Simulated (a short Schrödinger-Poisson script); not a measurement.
## Gated In0.52Al0.48As/In0.53Ga0.47As δ-doped gas in a quantum well

System: gated In0.52Al0.48As/In0.53Ga0.47As δ-doped gas in a quantum well, at 300 K.

| layer | material | thickness (nm) | Na (cm⁻³) |
|---|---|---|---|
| 1 | In0.52Al0.48As | 8 | - |
| 2 | In0.52Al0.48As | 20 | - |
| 3 | In0.53Ga0.47As | 20 | - |
| 4 | In0.52Al0.48As | 4000 | 2e14 |

The device is made up for the run: typed textbook-type constants, with dimensions and the other settings drawn at random. In0.52Al0.48As: permittivity 12.5, conduction-band edge (eV) 0.52, gap (eV) 1.45, electron mass (mₑ) 0.075, Nv at 300 K (cm⁻³) 1.1e19. In0.53Ga0.47As: permittivity 13.9, conduction-band edge (eV) 0, gap (eV) 0.74, Nv at 300 K (cm⁻³) 7.7e18.

Channel valleys (confinement mass, in-plane density-of-states mass, number): Γ 0.041, 0.041, 1. At the gate the conduction-band edge of layer 1 lies 0.65 eV − eVg above the Fermi level of the channel; the field vanishes at the back. Sheet of ionised δ-doping: +1.8e12 e/cm² at 8 nm from the gate. The barrier under the gate holds no holes. Gaps are held at their typed values at every temperature. Mesh 0.08 nm at interfaces.

From a short Schrödinger-Poisson script (our own, NumPy): 1D Poisson equation in equilibrium, electrons quantum, Hartree (BenDaniel-Duke, 40 states a valley, the channel's in-plane mass for all, wave functions free to enter the barrier), parabolic valleys, classical holes, full ionisation, no traps, pinning or gate leakage.

```
Vg (V)  electrons (cm⁻²)  in the channel layer  C (μF/cm²)  Γ E0 (meV)  Γ E1 (meV)
------  ----------------  --------------------  ----------  ----------  ----------
0.4              8.57e11               8.45e11       0.313       -33.5        20.1
0.35             7.60e11               7.51e11       0.309       -28.0        24.6
0.3              6.65e11               6.57e11       0.304       -22.1        29.5
0.25             5.70e11               5.65e11       0.299       -15.9        35.0
0.2              4.78e11               4.74e11       0.293        -9.2        41.1
0.15             3.88e11               3.85e11       0.284        -1.7        48.1
0.1              3.01e11               2.99e11       0.273         6.9        56.3
0.05             2.19e11               2.17e11       0.257        17.1        66.3
0                1.42e11               1.41e11       0.232        29.9        79.1
-0.05            7.66e10               7.61e10       0.190        47.3        96.7
-0.1             2.91e10               2.89e10       0.117        73.4       122.9
-0.15             6.76e9                6.72e9      0.0418       111.6       161.3
-0.2              1.13e9                1.13e9      0.0127       157.9       207.6
-0.25             1.74e8                1.73e8     0.00732       206.4       256.1
-0.3              2.63e7                2.61e7     0.00681       255.3       304.9
-0.35             3.97e6                3.94e6     0.00713       304.1       353.8
```

Gate voltages with under 1e6 electrons/cm² are left out.

Subbands count from the Fermi level.
